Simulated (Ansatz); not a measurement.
Here is the system:

```
HfO2
1.0
    0.00000     2.48010     2.48010
    2.48010     0.00000     2.48010
    2.48010     2.48010     0.00000
Hf O
1 2
Direct
  0.00000   0.00000   0.00000
  0.25000   0.25000   0.25000
  0.75000   0.75000   0.75000
```

No spin polarisation.

Computed with Kohn–Sham DFT with the r2SCAN functional, run in Ansatz (a first-principles code) with PAW and 500 eV plane waves, scalar-relativistic without spin-orbit coupling. k-mesh 11×11×11 (Γ-centred); smearing 0.05 eV (Fermi–Dirac).

What is the computed hole mass?

0.28 mₑ along k, 2.8 mₑ across (at X).

Predict the gap character.

Direct at X.

With Hf present, leaving out spin-orbit coupling can change the band edges. Load acts through the strain it causes; cell and atoms are relaxed under it. Effective masses come from finite differences of ±0.01 Å⁻¹. Along k means along the line from Γ to the band edge. Whether these cells are dynamically stable was not tested. No other phases were tried under pressure. The cell was made from HfO$_{2}$ in the fluorite structure (space group Fm-3m, No. 225) by this change: pressure 18 GPa. This is not the structure that HfO2 has at room temperature and ambient pressure.
